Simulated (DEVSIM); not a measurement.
Structure: Schottky contact on n-type GaN, at 300 K.

| layer (left to right) | material | thickness (μm) | Nd (cm⁻³) | τn (s) | τp (s) |
|---|---|---|---|---|---|
| 1 | GaN | 0.310 | 2.3e16 | 1.1e-8 | 1.1e-8 |

Left contact: Schottky, work function 5.15 eV, emission velocity 3.4e6 cm/s. Right contact: ohmic. Voltage is applied to the left contact. Recombination: SRH at mid-gap, radiative. Mobility is μmin + (μ − μmin)/(1 + (N/Nref)^α).

The device is made up for the run: typed textbook-type constants, with dimensions and the other settings drawn at random. Values at 300 K.

| parameter | GaN |
|---|---|
| gap (eV) | 3.43 |
| affinity (eV) | 4.1 |
| permittivity | 9.5 |
| Nc (cm⁻³) | 2.3e18 |
| Nv (cm⁻³) | 4.6e19 |
| μn (cm²/Vs) | 1200 |
| μp (cm²/Vs) | 100 |
| μn,min | 55 |
| μp,min | 3 |
| Nref,n | 2e17 |
| Nref,p | 3e17 |
| αn | 1 |
| αp | 2 |
| B (cm³/s) | 1e-11 |

DEVSIM, 1D drift-diffusion, Boltzmann statistics, complete ionisation; no tunnelling, impact ionisation, image-force lowering or self-heating. Metal contacts follow the ideal Schottky-Mott rule: no Fermi-level pinning, no interface dipoles.

The metal work function was swept, all else fixed.

```tsv
metal work function (eV)	largest field in the device at zero bias (V/cm)	potential step across the device at zero bias (V)	dark forward voltage at 1 A/cm² (V)	dark forward voltage at 100 A/cm² (V)
5	81000	0.781	0.539	0.660
5.05	84000	0.831	0.589	0.710
5.1	86000	0.881	0.639	0.760
5.15	89000	0.931	0.689	0.810
5.2	91000	0.981	0.739	0.860
5.25	94000	1.031	0.789	0.910
5.3	96000	1.081	0.839	0.960
5.35	98000	1.131	0.889	1.010
```

From the first row to the last the largest field in the device at zero bias goes from 81000 to 98000. From the first row to the last the potential step across the device at zero bias goes from 0.781 to 1.131.
